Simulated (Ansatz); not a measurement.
We consider RuN (F-43m, No. 216, 2 atoms in the cell; start mp-1009770), described by LDA in Ansatz (plane waves, PAW).

Numerical settings: plane-wave cutoff 520 eV, 20×20×20 k mesh, Fermi–Dirac smearing 0.05 eV, no spin polarisation, scalar-relativistic PAW data made under PBE.

Cell (relaxed at this level):

RuN has the cubic space group F-43m (No. 216), the zinc blende structure, Pearson symbol cF8. Conventional cell: a = b = c = 4.471 Å, α = β = γ = 90.00°. Ru on 4a has 4 N at 1.936 Å (tetrahedral). N on 4d is coordinated by 4 Ru at 1.936 Å (tetrahedral). (Neighbours: up to the widest gap in distance over summed covalent radii, below 1.35, at either atom; cation-cation and far metal-metal contacts left out.)
(The calculation used a cell of 2 atoms; values per cell refer to that cell.)

### Question
What does this level give for the bulk modulus B0?

### Answer

bulk modulus B0: 308 GPa

Note: the run has no spin polarisation, so it can have missed a magnetic state; the bulk modulus is −V dP/dV from two relaxed cells at ±2 % in volume; the relaxation could not lower the start's symmetry, so the cell can be a saddle point above a distorted one.

The computed numbers hold no vibrational or temperature effects.

A start named mp-… is a Materials Project structure, which need not be a measured phase.

Ansatz is a first-principles code.
